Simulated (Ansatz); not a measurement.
The boundary is one mirror-built cell; no search for the lowest one was made.

```yaml
junction: Σ5 (310) symmetric tilt boundary in bcc W, with one C atom a cell (16.0 Å²) in the boundary
cell_area: 16.03 Å²
transmission_a_spin: 0.6315
channels_of_the_lower_lead: 1.840
channels_of_the_upper_lead: 1.840
```

Level of theory: PBE (plane waves, PAW; Ansatz, a first-principles code).

Q: Work out the resistance-area product that the junction adds between diffusive leads.

A: AR = A (h/2e²)[1/T − 1/(2N₁) − 1/(2N₂)] = 16.03 × 10⁻²⁰ m² × 12906 Ω × 1.04 = 2.2 × 10⁻¹⁵ Ω m².
